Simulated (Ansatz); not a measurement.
Spinel GeFe2O4 was calculated with PBEsol in Ansatz (plane waves, PAW).

Run with plane-wave cutoff 500 eV, 8×8×8 k mesh, Fermi–Dirac smearing 0.05 eV, spin-polarised with parallel moments, scalar-relativistic PAW data made under PBE.

Computed at the level's own relaxed cell.

Problem. Predict the equilibrium volume per atom and lattice parameter a.

Solution. 
* **equilibrium volume per atom**: 10.36 Å³/atom
* **lattice parameter a**: 8.341 Å

Note: the magnetic order was assumed, not searched for or taken from measurement.

Computed values are for the static lattice.

Ansatz is a program for electronic structure.
